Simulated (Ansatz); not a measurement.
## ZnSe: biaxial strain +1.50 %, plane normal [001], relaxed out of plane

Start from ZnSe in the zinc blende structure (space group F-43m, No. 216; a = 5.666 Å). Axes: x, y, z lie along the cube axes.

Modification: biaxial strain +1.50 %, plane normal [001], relaxed out of plane (Cartesian); in-plane vectors clamped, the third vector and the atoms free.

Computed with DFT with r2SCAN, PAW potentials and a 500 eV plane-wave cutoff in Ansatz (a first-principles code), no spin-orbit coupling. Γ-centred 10×10×10 mesh, Fermi–Dirac width 0.05 eV.

- Volume per atom: 23.00 Å³ (base 22.73 Å³)
- Space group: I-4m2 (No. 119) (base F-43m (No. 216))
- Shortest interatomic distance: 2.463 Å (base 2.453 Å)
- Energy relative to the base (free energy F): +2.5 meV/atom
- Band gap: 1.74 eV (base 1.87 eV)
- Gap character: direct at Γ (base direct at Γ)
- Electron mass: 0.12 mₑ (at Γ) (base 0.12 mₑ (at Γ))
- Hole mass: 0.13 mₑ out of plane, 0.59 mₑ in plane (at Γ)
- Valence-band top at Γ (three highest levels, from the VBM): 0.00, -0.12, -0.12 eV (base 0.00, 0.00, 0.00 eV)
- Valley order (the lowest conduction-band minima on the path, energy above the VBM, named in the base's zone): Γ 1.74 eV; L along [1-1-1] 2.94 eV; X along [001] 3.19 eV (base Γ 1.87 eV; L along ⟨111⟩ 3.05 eV; X along ⟨100⟩ 3.34 eV)
- Out-of-plane strain: -1.79 %
- Ratio −ε⊥/ε∥: 1.19
- Mean in-plane stress (compression positive): -1.2 GPa

Final structure (turned so that z lies along the plane normal):

```
ZnSe
1.0
    4.06624     0.00000     0.00000
    0.00000     4.06624     0.00000
    2.03312    -2.03312     2.78216
Zn Se
1 1
Direct
  0.00000   0.00000   0.00000
  0.75000   0.75000   0.50000
```

Cost of the whole job for the changed cell (relaxation, final SCF and bands): very roughly 60 core-seconds.

Masses are band curvatures over ±0.01 Å⁻¹ around the edge. Stability against distortions was not tested. Labels are those of the standard path for the cell's own space group.
